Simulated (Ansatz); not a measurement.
Results of PBEsol in Ansatz (plane waves, PAW) for Bi (within 0.1 Å of Pmma, No. 51, 2 atoms in the cell; start mp-1096851; another form than the element's usual one).

Run with plane-wave cutoff 520 eV, 18×18×10 k mesh (along the axes of the cell as run), Fermi–Dirac smearing 0.05 eV, scalar-relativistic PAW data made under PBE.

Cell (relaxed at this level):

Bi has the orthorhombic space group Pmma (No. 51), Pearson symbol oP2. Cell: a = 6.416 Å, b = 3.221 Å, c = 3.226 Å, α = 90.00°, β = 90.00°, γ = 90.00°. Bi on 2e has 6 Bi at 3.221–3.229 Å (octahedral). (Neighbours: up to the widest gap in distance over summed covalent radii, below 1.35, at either atom.)

### Question
What does this level give for the bulk modulus?

### Answer

- bulk modulus: 41.8 GPa

The run finds no gap.

Note: the bulk modulus is −V dP/dV from two relaxed cells at ±2 % in volume.

Spin–orbit coupling is not included; it can shift volumes and moduli of such heavy elements.

Static lattice: no zero-point or thermal effects.

A start named mp-… is a Materials Project structure, which need not be a measured phase.

Ansatz is a quantum-chemistry and plane-wave program.
